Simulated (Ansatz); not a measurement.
**Response to strain in InAgTe2**

Take InAgTe2 in the chalcopyrite structure (space group I-42d, No. 122) as the base.

```
InAgTe2
1.0
   -3.28433     3.28433     6.49971
    3.28433    -3.28433     6.49971
    3.28433     3.28433    -6.49971
In Te Ag
2 4 2
Direct
  0.50000   0.50000   0.00000
  0.25000   0.75000   0.50000
  0.37500   0.36941   0.49441
  0.63059   0.12500   0.00559
  0.87500   0.88059   0.50559
  0.11941   0.62500   0.99441
  0.00000   0.00000   0.00000
  0.75000   0.25000   0.50000
```

Cartesian axes are those of the cell as printed.

Strains are applied to the cell and any free atomic positions relax.

Computed with PBE (Ansatz, a quantum-chemistry and plane-wave program; PAW; 420 eV plane waves; scalar-relativistic without spin-orbit coupling).

Notes on the quantities. pressure: mean of the normal stresses, compression positive; energy relative to the base: free energy F.

| case | pressure | energy relative to the base | shortest interatomic distance |
|---|---|---|---|
| base | 0.0 GPa | 0 meV/atom | 2.813 Å |
| uniaxial strain ε_zz = +0.75 % | -0.3 GPa | +0.3 meV/atom | 2.820 Å |
| uniaxial strain ε_zz = +1.50 % | -0.5 GPa | +1.1 meV/atom | 2.828 Å |
| uniaxial strain ε_zz = +2.25 % | -0.8 GPa | +2.5 meV/atom | 2.835 Å |
| uniaxial strain ε_zz = +3.00 % | -1.0 GPa | +4.5 meV/atom | 2.843 Å |

Whether these cells are dynamically stable was not tested. The final runs are not spin-polarised.
